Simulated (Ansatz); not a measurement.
The structure below was relaxed with PBEsol/PAW in Ansatz (a program for electronic structure), spin-orbit coupling left out, at pressure 1.8 GPa.

Space group Fm-3m (No. 225); a = b = c = 3.986 Å, α = β = γ = 90.00°

```
atom  site  symmetry       x       y       z
----  ----  --------  ------  ------  ------
Al      4a      m-3m  0.0000  0.0000  0.0000
```

Problem. Write out a cell with all atoms.

Solution. 
```cif
data_Al4
_chemical_formula_sum 'Al4'
_space_group_name_H-M_alt 'P 1'
_space_group_IT_number 1
_cell_length_a 3.98618
_cell_length_b 3.98618
_cell_length_c 3.98618
_cell_angle_alpha 90.000
_cell_angle_beta 90.000
_cell_angle_gamma 90.000
loop_
_space_group_symop_operation_xyz
  'x, y, z'
loop_
_atom_site_label
_atom_site_type_symbol
_atom_site_fract_x
_atom_site_fract_y
_atom_site_fract_z
_atom_site_occupancy
Al1 Al 0.00000 0.00000 0.00000 1
Al2 Al 0.00000 0.50000 0.50000 1
Al3 Al 0.50000 0.00000 0.50000 1
Al4 Al 0.50000 0.50000 0.00000 1
```
This is the conventional cell.

Load acts through the strain it causes; cell and atoms are relaxed under it. Stability against distortions was not tested. The cell was made from Al in the fcc (Cu type) structure (space group Fm-3m, No. 225) by this change: pressure 1.8 GPa.
